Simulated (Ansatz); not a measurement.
Hypothetical P6_3/mmc SnS2: pressure series

Take SnS2 in the 2H-MoS2 type structure (space group P6_3/mmc, No. 194; a = 3.589 Å, c = 11.889 Å; a hypothetical phase, not in the database extracts checked; layered, stacked along the Cartesian z axis) as the base.

Cell and atoms are relaxed at each pressure.

All numbers come from PBE-D3(BJ)/PAW in Ansatz (a first-principles code), no spin-orbit coupling.

Notes on the quantities. enthalpy: H = E + PV relative to the base's energy.

```json
[
 {"variant": "base", "enthalpy": "–", "band gap": "zero", "shortest interatomic distance": "2.626 Å"},
 {"variant": "pressure −1 GPa", "enthalpy": "-0.14 eV/atom", "band gap": "0.14 eV", "shortest interatomic distance": "2.632 Å"},
 {"variant": "pressure 0.9 GPa", "enthalpy": "+0.12 eV/atom", "band gap": "zero", "shortest interatomic distance": "2.622 Å"},
 {"variant": "pressure 2.1 GPa", "enthalpy": "+0.28 eV/atom", "band gap": "zero", "shortest interatomic distance": "2.615 Å"},
 {"variant": "pressure 4.5 GPa", "enthalpy": "+0.59 eV/atom", "band gap": "zero", "shortest interatomic distance": "2.603 Å"},
 {"variant": "pressure 9 GPa", "enthalpy": "+1.13 eV/atom", "band gap": "zero", "shortest interatomic distance": "2.579 Å"},
 {"variant": "pressure 15 GPa", "enthalpy": "+1.82 eV/atom", "band gap": "zero", "shortest interatomic distance": "2.551 Å"},
 {"variant": "pressure 22.5 GPa", "enthalpy": "+2.64 eV/atom", "band gap": "zero", "shortest interatomic distance": "2.523 Å"},
 {"variant": "pressure 30 GPa", "enthalpy": "+3.41 eV/atom", "band gap": "zero", "shortest interatomic distance": "2.499 Å"}
]
```

Load acts through the strain it causes; cell and atoms are relaxed under it. No phonon test of stability was made. Competing high-pressure phases were not computed. All final runs are without spin polarisation. A zero or small gap of SnS2 can be the functional's error rather than a property of the material.
